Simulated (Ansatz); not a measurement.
Amorphous cells of 8 compositions: the gap between the highest filled and lowest empty level at the zone centre, by PBE and by a single point of HSE06 on the same geometry (PBE, scalar-relativistic without spin-orbit coupling (plane waves to 420 eV, PAW; Ansatz, a program for electronic structure); exact exchange cut at the cells' faces). The networks come from melt-quench runs on the CHGNet potential at compositions and starting densities chosen by hand, with anions pushed apart in the CHGNet dynamics, and DFT then relaxed them. The cells are small and were quenched far faster than real films, so single cells scatter. Defect or tail levels can set these gaps. The rows are the first to finish with both values and no moments.

| cell | PBE gap x (eV) | HSE06 gap y (eV) |
|---|---|---|
| A (In9Ga9Zn9O39W, 5.91 g/cm3) | 0.68 | 2.25 |
| B (In9Ga9Zn9O38Ti, 5.79 g/cm3) | 1.07 | 2.59 |
| C (In9Ga9Zn9O41Ta2, 6.14 g/cm3) | 1.09 | 2.66 |
| D (Si24O45N2, 2.20 g/cm3) | 2.96 | 4.42 |
| E (Si24O51Al2, 2.24 g/cm3) | 4.02 | 5.84 |
| F (Si24O47Cl2, 2.23 g/cm3) | 4.20 | withheld |
| G (Si24O51Y2, 2.31 g/cm3) | 4.51 | 6.20 |
| H (Si24O47F2, 2.31 g/cm3) | 5.23 | 7.09 |

### Question
Fit a straight line through the 7 full rows and predict the withheld value for F (Si24O47Cl2, 2.23 g/cm3).

### Answer
Means: x = 2.794, y = 4.436. Slope = Σ(Δx Δy) / Σ(Δx²) = 22.04 / 20.75 = 1.06; the r.m.s. residual is 0.093. Prediction: 4.436 + 1.06 × (4.20 − 2.794) = 5.93. The run gave 5.98, 0.05 above the line.
